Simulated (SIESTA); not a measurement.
A self-consistent single point of InBi (P4/nmm, 4 atoms in the cell) with SIESTA.

Level of theory: LDA PW92, numerical atomic orbitals DZP, PseudoDojo LDA standard norm-conserving potentials (rewritten from UPF to PSML) run with SIESTA.

```yaml
crystal:
  lattice:
    - [4.84796, 0.00000, 0.00000]
    - [0.00000, 4.84796, 0.00000]
    - [0.00000, 0.00000, 5.15543]
  atoms:
    - { symbol: In, position: [0.50000, 0.50000, 0.00000] }
    - { symbol: In, position: [0.00000, 0.00000, 0.00000] }
    - { symbol: Bi, position: [0.50000, 0.00000, 0.36001] }
    - { symbol: Bi, position: [0.00000, 0.50000, 0.63999] }
```

Reference input (self-consistent single point, DFT, GGA PBEsol, numerical atomic orbitals DZP, PseudoDojo PBEsol standard norm-conserving potentials (rewritten from UPF to PSML)): XC.functional = GGA; XC.authors = PBEsol; potentials = PseudoDojo PBEsol standard; PAO.BasisSize = DZP; PAO.EnergyShift = 0.01 Ry; MeshCutoff = 300 Ry; kgrid.MonkhorstPack = 5 5 5; OccupationFunction = MP; OccupationMPOrder = 0; ElectronicTemperature = 272 meV; MaxSCFIterations = 150; SCF.Mixer.Method = Broyden. This run's input differs from it in these lines:

```diff
@@ -1,2 +1,2 @@
-# files in the folder: In.psml Bi.psml (PseudoDojo PBEsol standard)
+# files in the folder: In.psml Bi.psml (PseudoDojo LDA standard)
 SystemName  InBi
@@ -24,4 +24,4 @@
 
-XC.functional                GGA
-XC.authors                   PBEsol
+XC.functional                LDA
+XC.authors                   PW92
 PAO.BasisSize                DZP
```

The program printed (abridged):

```
        iscf     Eharris(eV)        E_KS(eV)     FreeEng(eV)     dDmax    Ef(eV) dHmax(eV)
   scf:    1    -8046.650657    -8046.080611    -8046.113428  0.915660 -3.545685  3.550291
   scf:    2    -8046.851033    -8046.481370    -8046.515189  0.065449 -3.632681  2.340670
   scf:    3    -8047.055025    -8046.815087    -8046.850685  0.110632 -3.810492  0.380793
   scf:    4    -8046.829920    -8046.824258    -8046.859770  0.017069 -3.840948  0.030021
   scf:    5    -8046.824954    -8046.824690    -8046.859992  0.001880 -3.835491  0.040913
   scf:    6    -8046.824903    -8046.824815    -8046.860087  0.001781 -3.836880  0.004848
   scf:    7    -8046.824829    -8046.824822    -8046.860087  0.000198 -3.836914  0.008798
   scf:    8    -8046.824836    -8046.824830    -8046.860091  0.000335 -3.836513  0.001453
   scf:    9    -8046.824835    -8046.824833    -8046.860091  0.000058 -3.836435  0.000970
SCF Convergence by DM+H criterion
max |DM_out - DM_in|         :     0.0000582792
max |H_out - H_in|      (eV) :     0.0009701740
SCF cycle converged after 9 iterations

Using DM_out to compute the final energy and forces

siesta: E_KS(eV) =            -8046.8248

siesta: E_KS - E_eggbox =     -8046.8248

siesta: Atomic forces (eV/Ang):
     1   -0.000000   -0.000000   -0.000000
     2    0.000000    0.000000    0.000000
     3   -0.000000    0.000000    0.622293
     4   -0.000000   -0.000000   -0.622293
   Tot   -0.000000    0.000000    0.000000
   Max    0.622293
   Res    0.254050    sqrt( Sum f_i^2 / 3N )
   Max    0.622293    constrained

Stress tensor Voigt[x,y,z,yz,xz,xy] (kbar):       -0.20       -0.20        2.49        0.00        0.00       -0.00
(Free)E + p*V (eV/cell)    -8046.9129
   [... lines left out ...]
siesta: FreeEng =     -8046.860091
   [... lines left out ...]
siesta:    -0.000124   -0.000000   -0.000000
siesta:    -0.000000   -0.000124    0.000000
siesta:     0.000000    0.000000    0.001556

siesta: Cell volume =        121.166825 Ang**3

siesta: Pressure (static):
siesta:                Solid            Molecule  Units
siesta:          -0.00000475          0.00002216  Ry/Bohr**3
siesta:          -0.00043597          0.00203508  eV/Ang**3
siesta:          -0.69850242          3.26056125  kBar
```

The run converged in 9 iterations. Against the reference run the pressure goes from 1.56 to -0.07 GPa and the largest force goes from 0.800 to 0.622 eV/Å.

The starting cell comes from a database of computed structures (which also holds hypothetical and non-ambient phases and stackings), without a prior relaxation at this level. Its lattice was rescaled by a random factor within 2.5 % of one. Values carry the incompleteness of an atom-centred basis.

Cost on one core of a shared machine: roughly 40 s.
